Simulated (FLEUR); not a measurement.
FLEUR run on MnO2 (P4_2/mnm, 6 atoms in the cell): self-consistent single point.

Level of theory: PBE, all-electron FLAPW (FLEUR), scalar-relativistic valence.

The change in words: lattice scaled by 0.98. Reference geometry:
```
MnO2
1.0
    4.31637     0.00000     0.00000
    0.00000     4.31637     0.00000
    0.00000     0.00000     2.81232
Mn O
2 4
Direct
  0.00000   0.00000   0.00000
  0.50000   0.50000   0.50000
  0.30492   0.30492   0.00000
  0.69508   0.69508   0.00000
  0.19508   0.80492   0.50000
  0.80492   0.19508   0.50000
```
Moments meant for the start (each program seeds them in its own way; μB, in the order of the atoms Mn Mn O O O O): 4.0 4.0 0.0 0.0 0.0 0.0.

Reference input (self-consistent single point, DFT, PBE, all-electron FLAPW (FLEUR), scalar-relativistic valence): Kmax = 4.7 1/bohr; GmaxXC = 18.8 1/bohr; xcFunctional = pbe; jspins = 2; l_soc = F; mode = hist; fermiSmearingEnergy = 0.00367493 Htr; mesh (inpgen div1-3) = 5 5 8; inpgen gamma flag = true; Gmax = 18.8 1/bohr; numbands = 0; maxIterBroyd = 25. This run's input differs from it in these lines:

```diff
@@ -3,5 +3,5 @@
 &input film=f /
-8.1567609320 0.0000000000 0.0000000000
-0.0000000000 8.1567609320 0.0000000000
-0.0000000000 0.0000000000 5.3145126851
+7.9936265448 0.0000000000 0.0000000000
+0.0000000000 7.9936265448 0.0000000000
+0.0000000000 0.0000000000 5.2082231495
 1.0
@@ -47,5 +47,5 @@
          <bravaisMatrix>
-            <row-1>    8.1567609319999992     0.0000000000000000     0.0000000000000000</row-1>
-            <row-2>    0.0000000000000000     8.1567609319999992     0.0000000000000000</row-2>
-            <row-3>    0.0000000000000000     0.0000000000000000     5.3145126851000004</row-3>
+            <row-1>    7.9936265447999997     0.0000000000000000     0.0000000000000000</row-1>
+            <row-2>    0.0000000000000000     7.9936265447999997     0.0000000000000000</row-2>
+            <row-3>    0.0000000000000000     0.0000000000000000     5.2082231495000002</row-3>
          </bravaisMatrix>
```

Output (repeated stretches shortened):

```
 Iteration:     1   Distance:      44.90677378 me/bohr^3
 Iteration:     2   Distance:      37.20727913 me/bohr^3
 Iteration:     3   Distance:      22.47698242 me/bohr^3
 Iteration:     4   Distance:      17.88707005 me/bohr^3
 Iteration:     5   Distance:      17.11831601 me/bohr^3
   [... 19 lines left out ...]
 Iteration:    25   Distance:       0.00002607 me/bohr^3
 Iteration:    26   Distance:       0.00002530 me/bohr^3
 Iteration:    27   Distance:       0.00001119 me/bohr^3
 Iteration:    28   Distance:       0.00000471 me/bohr^3
 Reset of history
 Run finished successfully
 Stop message:
   Structural relaxation: new displacements generated

[file out, last iteration]
             iter=     29
[...]
          total density-effective poten   -4.1389879776E+03
          total charge density-energy d   -1.3891764706E+02
 Updated energy parameters for spin:           1
 Updated energy parameters for spin:           2
[...]
 fermi energy and band-weighting factors:
    1.092043    1.112010

[...]
FERMIE:
          first approx. to ef    (T=0)  :   0.370774 htr   (energy of the highest occ. eigenvalue)
          number of occ. states  (T=0)  :       1619
          first approx. to seigv (T=0)  : -24.220740 htr
          sum of weights of occ. states :  54.030000
          sum of semicore charge        :   0.000000 e
FERHIS:  Fermi-Energy by histogram:
   [... lines left out ...]
          bandgap                     :   0.000519 htr
          charge neutrality (T=0)     :   0.030000    (zero if the highest occ. eigenvalue is "entirely" occupied)
     EF_NEWTON:  Adjust Fermi-Energy by Newton-Method.
 Direct bandgap for spin            1 :    4.8152922998645487E-003  Htr
 Direct bandgap for spin            2 :    1.2842405660730194E-002  Htr
 ---->    free energy=                     -2618.2558979992 htr
   [... lines left out ...]
SPIN-2 FORCE FOR ATOM TYPE=  2  X=  2.437   Y=  2.437   Z=  0.000      FX_SP =-0.000436 FY_SP =-0.000436 FZ_SP = 0.000000
 ***** TOTAL FORCES ON ATOMS *****
 TOTAL FORCE FOR ATOM TYPE=  1  X=  0.000   Y=  0.000   Z=  0.000
                       FX_TOT= 0.000000 FY_TOT= 0.000000 FZ_TOT= 0.000000
 TOTAL FORCE FOR ATOM TYPE=  2  X=  2.437   Y=  2.437   Z=  0.000
                       FX_TOT=-0.008574 FY_TOT=-0.008574 FZ_TOT= 0.000000
```

The run converged in 28 iterations. FLEUR gives forces in its relaxation mode, with a further iteration, so its stop message speaks of a relaxation. Against the reference run the free energy goes up by 109 meV/atom, the largest force goes from 0.250 to 0.624 eV/Å and the size of the net moment goes from 0.97 to 0.93 μB/atom.

The starting cell comes from a database of computed structures (which also holds hypothetical and non-ambient phases and stackings), without a prior relaxation at this level. Its lattice was rescaled by a random factor within 2.5 % of one. For this run, on top of that: lattice scaled by 0.98. The magnetic order is the one reached from the typed start; others were not searched systematically. Values depend on the basis (sphere radii, cutoffs, local orbitals), which need not be converged. The log's line on a gap gives a spacing of levels on this mesh, which the program prints for metals too.

Cost on one core of a shared machine: roughly 5 min.
